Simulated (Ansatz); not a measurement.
# Response to strain in C

The parent structure is C in the diamond structure (space group Fd-3m, No. 227).

```yaml
crystal:
  lattice:
    - [0.00000, 1.78014, 1.78014]
    - [1.78014, 0.00000, 1.78014]
    - [1.78014, 1.78014, 0.00000]
  atoms:
    - { symbol: C, position: [0.50000, 0.50000, 0.50000] }
    - { symbol: C, position: [0.75000, 0.75000, 0.75000] }
```

Cartesian axes are those of the cell as printed.

Strains are applied to the cell and any free atomic positions relax; under stress the whole cell relaxes.

Calculations: Ansatz (a first-principles code) r2SCAN, spin-orbit coupling left out.

Notes on the quantities. energy relative to the base: free energy F.

| variant | band gap | smallest direct gap | energy relative to the base |
|---|---|---|---|
| base | 4.36 eV | 5.90 eV | 0 meV/atom |
| uniaxial strain ε_xx = +1.50 % | 4.13 eV | 5.71 eV | +4.3 meV/atom |
| uniaxial strain ε_yy = −5.82 % | 2.85 eV | 4.94 eV | +70 meV/atom |
| tensor shear ε_xy = +0.96 % | 4.30 eV | 5.59 eV | +3.8 meV/atom |
| uniaxial stress, 8 GPa tension along z | ___ | ___ | ___ |
| uniaxial stress, 5 GPa compression along x | 4.23 eV | 5.81 eV | +0.4 meV/atom |

Task: Complete the table.

Result: 
- uniaxial stress, 8 GPa tension along z, band gap: 4.24 eV
- uniaxial stress, 8 GPa tension along z, smallest direct gap: 5.80 eV
- uniaxial stress, 8 GPa tension along z, energy relative to the base: +1.0 meV/atom

Stability under load was not tested beyond the relaxation.
